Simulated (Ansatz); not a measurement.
Here is the system:

Host crystal: rock-salt LiF, with a band gap (PBE, scalar-relativistic without spin-orbit coupling).

End structure of OH on the 1x1 (100) surface of rock-salt LiF (cut with top plane F + Li), one in a 2x2 cell, started at the site 'top Li':

```
CELL_PARAMETERS angstrom
      5.75335     0.00000     0.00000
      0.00000     5.75335     0.00000
      0.00000     0.00000    25.50000
ATOMIC_POSITIONS crystal
  F  0.00000 0.00000 0.37951
  F  0.00000 0.50000 0.37951
  F  0.50000 0.00000 0.37951
  F  0.50000 0.50000 0.37951
  Li 0.25000 0.25000 0.38223
  Li 0.25000 0.75000 0.38223
  Li 0.75000 0.25000 0.38223
  Li 0.75000 0.75000 0.38223
  F  0.25000 0.25000 0.46025
  F  0.25000 0.75000 0.46025
  F  0.75000 0.25000 0.46025
  F  0.75000 0.75000 0.46025
  Li 0.00000 0.00000 0.45970
  Li 0.00000 0.50000 0.45970
  Li 0.50000 0.00000 0.45970
  Li 0.50000 0.50000 0.45970
  F  0.99920 0.00000 0.53953
  F  0.99897 0.50000 0.53946
  F  0.50055 0.00000 0.54009
  F  0.50128 0.50000 0.53986
  Li 0.25172 0.24949 0.54016
  Li 0.25172 0.75051 0.54016
  Li 0.74827 0.24871 0.54028
  Li 0.74827 0.75129 0.54028
  F  0.24754 0.25245 0.61934
  F  0.24754 0.74755 0.61934
  F  0.75394 0.25192 0.62153
  F  0.75394 0.74808 0.62153
  Li 0.00331 0.00000 0.61576
  Li 0.00172 0.50000 0.61707
  Li 0.49122 0.00000 0.62303
  Li 0.49912 0.50000 0.61738
  O  0.52210 0.00000 0.70508
  H  0.69288 0.00000 0.70674
```

Slab: 34 atoms, 6.1 Å thick at the start under the adsorbate (thin: gaps and levels are the slab's own); k 4x4x1, smearing 0.01 eV, dipole-corrected; single point; on the structure that PBE left under its start's symmetry; spin-polarised, ending with about 1.0 μB a cell; orders that need a larger cell were not tried, no spin-orbit, no U, no dispersion correction. The program's check for a lower electronic state was not made. It is one chosen start, not shown to be the lowest state of the adsorbate.

A negative adsorption energy means that the adsorbate is more stable on the surface than in its reference.

Problem. What is the computed adsorption energy against H2O(g) − ½ H2(g) at the same level (r2SCAN, at the PBE geometry and the start's symmetry in Ansatz, a program for electronic structure)?

Solution. 2.69 eV

Problem. Estimate the highest filled level below the top vacuum level that r2SCAN, at the PBE geometry and the start's symmetry returns for this input.

Solution. 7.91 eV

Problem. Estimate the change of the step from the bottom to the top vacuum level, against the clean slab that r2SCAN, at the PBE geometry and the start's symmetry returns for this input.

Solution. -0.19 eV

Problem. What gap of the slab on its k-mesh does r2SCAN, at the PBE geometry and the start's symmetry give?

Solution. 2.16 eV
